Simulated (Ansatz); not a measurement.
Consider HgS (space group P3_221, No. 154; a = 4.4649 Å, c = 9.7582 Å; made of chains).

Calculations: Ansatz (a program for electronic structure), PBE, PAW, cutoff 420 eV, scalar-relativistic without spin-orbit coupling.

Before the change:

| Item | Value |
|---|---|
| Band gap | 1.83 eV |
| Gap character | indirect, Γ–A (67 % along) → Γ |

It is then changed as follows: every lattice vector is stretched by 4.80 %, atoms relaxed at fixed cell.

Task: Predict the new band gap, energy relative to the base, valence-band top at Γ, largest internal atomic displacement and gap character.

Result: The band gap rises by 0.18 eV, from 1.83 eV to 2.01 eV; the energy goes up by 11 meV/atom; the valence-band top at Γ (three highest levels, from the VBM) is 0.00, -0.11, -0.11 eV; the largest internal atomic displacement amounts to 0.202 Å; the gap character changes from indirect, Γ–A (67 % along) → Γ to direct at Γ.

With Hg present, leaving out spin-orbit coupling can change the band edges. The cells carry an imposed strain or load. No phonon test of stability was made. No dispersion term is included, though the crystal is made of layers, chains or molecules, so its spacings can come out too wide.
